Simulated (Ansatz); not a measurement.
## SnO under a change: uniaxial strain ε_xx = −0.20 %

The parent structure is SnO in the litharge type structure (space group P4/nmm, No. 129; a = 3.793 Å, c = 4.764 Å; layered, stacked along the Cartesian z axis). Axes: x, y, z lie along a, b, c of the conventional cell.

One thing is altered: uniaxial strain ε_xx = −0.20 %, all other strain components held at zero, atoms relaxed at fixed cell.

Calculations: Ansatz (an electronic-structure program) r2SCAN+rVV10, no spin-orbit coupling, earlier PAW set. Γ-centred 9×9×7 mesh, Fermi–Dirac width 0.05 eV.

- Space group = Pmmn (No. 59) (base P4/nmm (No. 129))
- Shortest interatomic distance = 221.4 pm (base 221.6 pm)
- Energy relative to the base (free energy F) = 0.0 meV/atom
- Band gap = zero (base zero)
- Stress (xx, yy, zz, yz, xz, xy; compression positive) = (0.2, 0.2, 0.0, 0.0, 0.0, 0.0) GPa (rough)

Final structure:

```
SnO
1.0
    3.78515     0.00000     0.00000
    0.00000     3.79274     0.00000
    0.00000     0.00000     4.76440
Sn O
2 2
Direct
  0.50000   0.00000   0.24090
  0.00000   0.50000   0.75910
  0.00000   0.00000   0.99975
  0.50000   0.50000   0.00025
```

The mesh was chosen for an insulator and is coarse for the gapless case. Without a gap, meshes like the base's 9×9×7 leave anisotropic stresses uncertain by several tenths of a GPa, and small strain energies with them. No phonon test of stability was made. All final runs are without spin polarisation. A zero or small gap of SnO can be the functional's error rather than a property of the material.
